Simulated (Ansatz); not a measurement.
B (space group R-3m, No. 166)

Space group R-3m, hexagonal axes (No. 166); a = b = 4.8983 Å, c = 12.5127 Å, α = β = 90.00°, γ = 120.00°

| atom | site | symmetry | x | y | z |
|---|---|---|---|---|---|
| B | 18h | .m | 0.2370 | 0.1185 | 0.1086 |
| B | 18h | .m | 0.1962 | 0.3925 | 0.0243 |
(The calculation used a cell of 12 atoms; values per cell refer to that cell.)

Calculations: Ansatz (a first-principles code) r2SCAN, scalar-relativistic without spin-orbit coupling, earlier PAW set. Γ-centred 7×7×7 mesh, Fermi–Dirac width 0.05 eV.

| Item | Result |
|---|---|
| Volume per atom | 7.22 Å³ |
| Density | 2.49 g/cm³ |
| Band gap | 1.62 eV, indirect, T → k = (0.286, 0.286, -0.286) in the run's primitive reciprocal basis |
| Hole mass | 2.0 mₑ along k, 0.19 mₑ across |
| Total energy | -156.554 eV/atom (σ→0; compares only within this code and set-up) |

Effective masses come from finite differences of ±0.01 Å⁻¹. Along k means along the line from Γ to the band edge. Whether these cells are dynamically stable was not tested.
